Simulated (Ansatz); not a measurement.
## CsSnI3 (P4/mbm, No. 127; start COD 4117958; high-temperature phase): smallest direct gap on the k points sampled by level of theory

No measured value is used here.

```json
[
 {"level (code)": "LDA (Ansatz)", "value (eV)": "0.30"},
 {"level (code)": "PBEsol (Ansatz)", "value (eV)": "0.27"},
 {"level (code)": "r²SCAN+SOC (Ansatz)", "value (eV)": "0.07"},
 {"level (code)": "HSE06+SOC (Ansatz)", "value (eV)": "(withheld)"},
 {"level (code)": "PBE0 (Ansatz)", "value (eV)": "1.18"}
]
```

Problem. Fill in the missing entries.

Solution. 
- HSE06+SOC (Ansatz, an electronic-structure program), value (eV): 0.23

Computed values are for a static lattice. Spin–orbit coupling is included only where a level's name says +SOC; with heavier elements it mostly lowers gaps and can invert bands.  Values are at the measured cell. Cutoffs and k meshes differ between the levels. Ansatz's density-functional and Hartree–Fock values are scalar-relativistic unless marked +SOC, with PAW data made under PBE.
